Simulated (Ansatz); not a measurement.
Method: PBE (plane waves to 420 eV, PAW; Ansatz, a quantum-chemistry and plane-wave program).

Plane-averaged electrostatic potential energy along the normal, in eV from the highest filled level, for the (10-11) surface of wurtzite CdS in its 1x1 cell (cut with top plane Cd, bottom plane Cd), relaxed from an ideal cut (the real face may reconstruct), with unlike faces, outermost plane spacing 1.47 Å in the ideal cut (in the relaxation 2 Cd–S bonds formed; 1 Cd–S bonds broke; S ended outermost):

(z (Å), V (eV)): (4.45, 5.90); (4.75, 5.90); (5.05, 5.90); (5.34, 5.90); (5.64, 5.90); (5.94, 5.90); (6.23, 5.89); (6.53, 5.87); (6.83, 5.83); (7.12, 5.72); (7.42, 5.46); (7.72, 4.80); (8.02, 3.05); (8.31, 0.42); (8.61, -1.81); (8.91, -3.42); (9.20, -3.13); (9.50, -1.38); (9.80, 0.03); (10.09, 0.52); (10.39, -0.37); (10.69, -1.54); (10.98, -2.03); (11.28, -2.02); (11.58, -2.07); (11.87, -2.29); (12.17, -2.39); (12.47, -1.88); (12.77, -0.72); (13.06, 0.03); (13.36, 0.17); (13.66, -0.81); (13.95, -1.95); (14.25, -2.44); (14.55, -2.61); (14.84, -2.71); (15.14, -2.63); (15.44, -2.73); (15.73, -2.33); (16.03, -1.32); (16.33, -1.17); (16.62, -1.79); (16.92, -2.74); (17.22, -3.56); (17.52, -3.50); (17.81, -2.83); (18.11, -2.46); (18.41, -2.62); (18.70, -3.60); (19.00, -4.67); (19.30, -3.93); (19.59, -2.22); (19.89, -0.21); (20.19, 2.29); (20.48, 3.66); (20.78, 4.20); (21.08, 4.41); (21.37, 4.50); (21.67, 4.54); (21.97, 4.55); (22.27, 4.56); (22.56, 4.56); (22.86, 4.56); (23.16, 4.56); (23.45, 4.56); (23.75, 4.56)

Slab: 16 atoms, Cd8S8, 12.3 Å thick at the start; k 6x4x1, smearing 0.025 eV, dipole-corrected; all atoms relaxed; held to the part of the start's symmetry that mesh and held atoms allow; no spin, no spin-orbit, no U.

### Question
The surface cell has an area of 32.46 Å². What dipole along the normal does the step between the two vacuum levels imply?

### Answer
the top vacuum level lies 1.34 eV below the bottom one; p = −ε₀ A ΔV (ε₀ = 0.005526 e/(V·Å)) gives 0.24 e·Å a cell.
